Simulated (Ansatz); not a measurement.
## Al2O3, pressure series

Start from Al2O3 in the corundum structure (space group R-3c, No. 167; a = 4.8080 Å, c = 13.1216 Å (hexagonal axes)).

Cell and atoms are relaxed at each pressure.

Computed with Ansatz (a quantum-chemistry and plane-wave program), PBE, PAW, cutoff 420 eV, spin-orbit coupling left out, earlier PAW set.

Candidates:
(a) pressure −2 GPa
(b) pressure 9 GPa
(c) pressure −1 GPa
(d) pressure 15 GPa

Base values:

- Band gap: 5.86 eV

Task: Order them by band gap, highest first.

Result: (d) pressure 15 GPa (6.57 eV), (b) pressure 9 GPa (6.30 eV), (c) pressure −1 GPa (5.81 eV), (a) pressure −2 GPa (5.75 eV)

Load acts through the strain it causes; cell and atoms are relaxed under it. No phonon test of stability was made. Competing high-pressure phases were not computed.
